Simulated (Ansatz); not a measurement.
Base system: LaP in the CsCl type structure (space group Pm-3m, No. 221; a = 3.6493 Å; a hypothetical phase, not in the database extracts checked; relaxed with 0.1 eV smearing).

Method: r2SCAN/PAW in Ansatz (a quantum-chemistry and plane-wave program), no spin-orbit coupling.

Before the change:

| Quantity | Result |
|---|---|
| Pressure | 0.0 GPa |

The change: an isotropic linear strain of +2.92 %; the atoms relax in the strained cell.

### Question
What happens to the pressure and energy relative to the base?

### Answer
The pressure goes from zero to -5.7 GPa; the energy rises by 42 meV/atom.

Whether these cells are dynamically stable was not tested. The final runs are not spin-polarised.
